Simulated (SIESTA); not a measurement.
# A self-consistent single point of Ni3Se2 (R32, 5 atoms in the cell) with SIESTA

Method: LDA PW92, numerical atomic orbitals DZP, PseudoDojo LDA standard norm-conserving potentials (rewritten from UPF to PSML) in SIESTA 5.4.2.

The input file:

```
# files in the folder: Ni.psml Se.psml (PseudoDojo LDA standard)
SystemName  Ni3Se2
SystemLabel Ni3Se2

NumberOfAtoms                5
NumberOfSpecies              2
%block ChemicalSpeciesLabel
  1 28 Ni
  2 34 Se
%endblock ChemicalSpeciesLabel
LatticeConstant              1.0 Ang
%block LatticeVectors
     2.938610000    1.696607000    2.355428000
    -2.938610000    1.696607000    2.355428000
     0.000000000   -3.393215000    2.355428000
%endblock LatticeVectors
AtomicCoordinatesFormat      Ang
%block AtomicCoordinatesAndAtomicSpecies
    -1.488317807    1.696607000    2.355428000  1
    -0.725146097   -2.137225074    2.355428000  1
     2.213463903    0.440617074    2.355428000  1
    -0.000000000   -0.000000258    1.822253318  2
     0.000000000   -0.000000742    5.244030682  2
%endblock AtomicCoordinatesAndAtomicSpecies

XC.functional                LDA
XC.authors                   PW92
PAO.BasisSize                DZP
PAO.EnergyShift              0.01 Ry
MeshCutoff                   400 Ry
%block kgrid.MonkhorstPack
    7   0   0  0.0
    0   7   0  0.0
    0   0   7  0.0
%endblock kgrid.MonkhorstPack
OccupationFunction           MP
OccupationMPOrder            0
ElectronicTemperature        100.0 meV

MaxSCFIterations             150
SCF.Mixer.Method             Pulay
SCF.Mixer.Weight             0.25
SCF.Mixer.History            8
SCF.DM.Tolerance             1.0E-04
Diag.ParallelOverK           true
WriteForces                  true
Charge.Mulliken              end
```

The program printed (abridged):

```
reinit: Reading from file input.fdf

reinit: System Name: Ni3Se2
reinit: System Label: Ni3Se2

coor:   Atomic-coordinates input format  =     Cartesian coordinates
coor:                                          (in Angstroms)

siesta: Atomic coordinates (Bohr) and species
siesta:     -2.81251   3.20612   4.45111  1        1
siesta:     -1.37033  -4.03877   4.45111  1        2
siesta:      4.18284   0.83265   4.45111  1        3
siesta:     -0.00000  -0.00000   3.44356  2        4
siesta:      0.00000  -0.00000   9.90978  2        5

siesta: System type = bulk

initatomlists: Number of atoms, orbitals, and projectors:      5    93    90

siesta: ******************** Simulation parameters ****************************
redata: Spin configuration                          = none
redata: Time-Reversal Symmetry                      = T
redata: Number of Atomic Species                    =        2
redata: Mesh Cutoff                                 =   400.0000 Ry
redata: Net charge of the system                    =     0.0000 |e|
redata: Min. number of SCF Iter                     =        0
redata: Max. number of SCF Iter                     =      150
redata: SCF convergence failure will abort job
redata: SCF mix quantity                            = Hamiltonian
redata: Mix DM or H after convergence               =   F
redata: Recompute H after scf cycle                 =   F
redata: Mix DM in first SCF step                    =   T
redata: No kicks to SCF
redata: DM Mixing Weight for Kicks                  =     0.5000
redata: Require Harris convergence for SCF          =   F
redata: Harris energy tolerance for SCF             =     0.000100 eV
redata: Require DM convergence for SCF              =   T
redata: DM tolerance for SCF                        =     0.000100
redata: Require EDM convergence for SCF             =   F
redata: EDM tolerance for SCF                       =     0.001000 eV
   [... lines left out ...]
diag: Used triangular part                          = Lower
diag: Absolute tolerance                            =  0.100E-15
diag: Orthogonalization factor                      =  0.100E-05
diag: Memory factor                                 =  1.0000

superc: Internal auxiliary supercell:     5 x     5 x     5  =     125
superc: Number of atoms, orbitals, and projectors:    625  11625  11250

                        Single-point calculation

superc: Internal auxiliary supercell:     5 x     5 x     5  =     125
superc: Number of atoms, orbitals, and projectors:    625  11625  11250

outcell: Unit cell vectors (Ang):
        2.938610    1.696607    2.355428
       -2.938610    1.696607    2.355428
        0.000000   -3.393215    2.355428

outcell: Cell vector modules (Ang)   :    4.130611    4.130611    4.130611
outcell: Cell angles (23,13,12) (deg):     90.7016     90.7016     90.7016
outcell: Cell volume (Ang**3)        :     70.4603
new_DM -- step:     1
Initializing Density Matrix...

Attempting to read DM from file... Failed...
DM filled with atomic data:

InitMesh: MESH = 50 x 50 x 50 = 125000
InitMesh: Mesh cutoff (required, used) =   400.000   405.084 Ry

stepf: Methfessel-Paxton step function
       Using Hermite-Gauss polynomials of order  0
        iscf     Eharris(eV)        E_KS(eV)     FreeEng(eV)     dDmax    Ef(eV) dHmax(eV)
   scf:    1   -20233.665528   -20263.225039   -20263.238257  0.811421 -1.463162 14.998850
   scf:    2   -20270.582696   -20274.639484   -20274.645886  0.346260 -3.543665  3.417781
   scf:    3   -20275.980015   -20275.687485   -20275.695674  0.049417 -3.214656  1.430950
   scf:    4   -20275.828075   -20275.774846   -20275.783639  0.038877 -3.315928  0.202319
   scf:    5   -20275.775278   -20275.776093   -20275.784940  0.007074 -3.345402  0.102029
   scf:    6   -20275.777484   -20275.777046   -20275.785938  0.004081 -3.327779  0.008916
   scf:    7   -20275.777058   -20275.777060   -20275.785953  0.000752 -3.325725  0.013952
   scf:    8   -20275.777073   -20275.777067   -20275.785958  0.000096 -3.326323  0.008452
   scf:    9   -20275.777070   -20275.777075   -20275.785956  0.000410 -3.328963  0.009393
   scf:   10   -20275.777073   -20275.777077   -20275.785961  0.000215 -3.327702  0.001147
   scf:   11   -20275.777077   -20275.777077   -20275.785961  0.000021 -3.327837  0.000080
SCF Convergence by DM+H criterion
max |DM_out - DM_in|         :     0.0000208950
max |H_out - H_in|      (eV) :     0.0000800756
SCF cycle converged after 11 iterations

Using DM_out to compute the final energy and forces

siesta: E_KS(eV) =           -20275.7771

siesta: E_KS - E_eggbox =    -20275.7771

siesta: Atomic forces (eV/Ang):
     1    0.295496    0.000000   -0.000000
     2   -0.147747    0.255906    0.000000
     3   -0.147747   -0.255906   -0.000000
     4   -0.000001    0.000000    0.961043
     5   -0.000001   -0.000000   -0.961043
   Tot    0.000001    0.000000   -0.000000
   Max    0.961043
   Res    0.374981    sqrt( Sum f_i^2 / 3N )
   Max    0.961043    constrained

Stress tensor Voigt[x,y,z,yz,xz,xy] (kbar):      -15.18      -15.18      -55.72       -0.00        0.00       -0.00
(Free)E + p*V (eV/cell)   -20274.5242
Target enthalpy (eV/cell)   -20275.7860

siesta: Program's energy decomposition (eV):
siesta: Ebs     =     -3193.097146
siesta: Eions   =     24447.838744
siesta: Ena     =      1341.298852
siesta: Ekin    =     10773.124337
siesta: Enl     =     -4989.003797
siesta: Eso     =         0.000000
siesta: Edftu   =         0.000000
siesta: DEna    =        82.318360
siesta: DUscf   =         1.685024
siesta: DUext   =         0.000000
siesta: Ex      =     -2814.448384
siesta: Ec      =      -222.912726
siesta: Exc     =     -3037.361109
siesta: Eharris =    -20275.777077
siesta: Etot    =    -20275.777077
siesta: FreeEng =    -20275.785961

siesta: Atomic forces (eV/Ang):
siesta:      1    0.295496    0.000000   -0.000000
siesta:      2   -0.147747    0.255906    0.000000
siesta:      3   -0.147747   -0.255906   -0.000000
siesta:      4   -0.000001    0.000000    0.961043
siesta:      5   -0.000001   -0.000000   -0.961043
siesta: ----------------------------------------
siesta:    Tot    0.000001    0.000000   -0.000000

siesta: Stress tensor (static) (eV/Ang**3):
siesta:    -0.009473    0.000000    0.000000
siesta:    -0.000000   -0.009473   -0.000000
siesta:     0.000000   -0.000000   -0.034777

siesta: Cell volume =         70.460282 Ang**3

siesta: Pressure (static):
   [... lines left out ...]
siesta:          28.69127781         63.61679056  kBar
   [... lines left out ...]
              0.349   1.767   1.981   1.762   1.793   1.965  -0.156  -0.125

             -0.143  -0.156  -0.137
   2 17.937   1.933   0.438  -0.097   2.009   2.009   2.008   0.358   0.353
              0.376   1.915   1.840   1.762   1.934   1.816  -0.142  -0.148

             -0.143  -0.133  -0.151
   3 17.937   1.933   0.438  -0.097   2.009   2.009   2.008   0.358   0.353
              0.376   1.915   1.840   1.762   1.934   1.816  -0.142  -0.148

             -0.143  -0.133  -0.151

Species: Se
Atom  Qatom  Qorb
               4s      4s      4py     4pz     4px     4py     4pz     4px
               3dxy    3dyz    3dz2    3dxz    3dx2-y2 4dxy    4dyz    4dz2
               4dxz    4dx2-y2
   4 16.094   1.419   0.201   1.052   1.151   1.052   0.227   0.150   0.227
              2.003   2.003   2.004   2.003   2.003   0.125   0.107   0.132

              0.107   0.125
   5 16.094   1.419   0.201   1.052   1.151   1.052   0.227   0.150   0.227
              2.003   2.003   2.004   2.003   2.003   0.125   0.107   0.132

              0.107   0.125

mulliken: Qtot =       86.000

Mulliken Atomic Populations:
Atom #   charge [q] valence [e]  Species
     1     0.062692   17.937308  Ni
     2     0.062692   17.937308  Ni
     3     0.062692   17.937308  Ni
     4    -0.094038   16.094038  Se
     5    -0.094038   16.094038  Se
 Total     0.000000
```

The run converged in 11 iterations.

The starting cell comes from a database of computed structures (which also holds hypothetical and non-ambient phases and stackings), without a prior relaxation at this level. Its lattice was rescaled by a random factor within 2.5 % of one. Spin polarisation is off, so a magnetic state, if there is one, cannot be reached. Values carry the incompleteness of an atom-centred basis.

Cost on one core of a shared machine: roughly 30 s.
